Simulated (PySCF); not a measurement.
PySCF 2.14.0, B3LYP/def2-tzvp, df: Mo(S)2(OH)2 ([OH][Mo]([OH])(=[S])=[S]), 7 atoms. The geometry is a generated start, not checked to be a minimum at this level.

```json
{
  "task": "energy",
  "method": "b3lyp",
  "basis": "def2-tzvp",
  "two_electron_scheme": "density fitting",
  "mol.max_memory": "3000 MB",
  "mf.max_cycle": "100",
  "mf.init_guess": "minao (default)",
  "mf.conv_tol": "1e-09 (default)",
  "mf.grids.level": "3 (default)",
  "effective_core_potentials": "those of the basis set, past Kr",
  "basis_functions": "188",
  "grid_points": "107984"
}
```

```xyz
7

Mo     0.1420    -0.0347     0.0233
S      1.7990     0.6027    -1.2076
S      1.0385    -1.2220     1.5904
O     -0.7421    -1.1826    -0.9718
H     -1.1597    -1.8105    -1.5687
O     -0.4147     1.4272     0.8247
H     -0.6629     2.2199     1.3096
```

Charge 0 and multiplicity 1 are set for this test and not shown to be the ground state.

With the defaults (mf.DIIS = CDIIS, mf.diis = true, mf.damp = 0, mf.diis_start_cycle = 1, mf.level_shift = 0, mf.diis_space = 8) it converges in 16 Fock builds. One run each on 2 threads, 1 BLAS thread, with these changes:
- mf.diis_space = 5
- mf.DIIS = EDIIS
- mf.damp = 0.3, mf.diis_start_cycle = 4
- mf.diis = false
- mf.diis_space = 20
- mf.level_shift = 0.3 Hartree
- mf.level_shift = 0.1 Hartree
- mf.DIIS = ADIIS
- mf.level_shift = 1 Hartree

Q: Which of these changes keep the SCF from converging, or lead it to another solution?

A: No convergence: mf.DIIS = EDIIS; mf.diis = false (the run ends without SCF convergence in 100 cycles). The rest reach the solution of the defaults.

| setting | Fock builds | end |
|---|---|---|
| mf.level_shift = 0.1 Hartree | 15 | same solution |
| the defaults | 16 | same solution |
| mf.diis_space = 20 | 16 | same solution |
| mf.diis_space = 5 | 17 | same solution |
| mf.level_shift = 0.3 Hartree | 20 | same solution |
| mf.damp = 0.3, mf.diis_start_cycle = 4 | 24 | same solution |
| mf.DIIS = ADIIS | 30 | same solution |
| mf.level_shift = 1 Hartree | 42 | same solution |
| mf.DIIS = EDIIS | 101 | no convergence |
| mf.diis = false | 101 | no convergence |
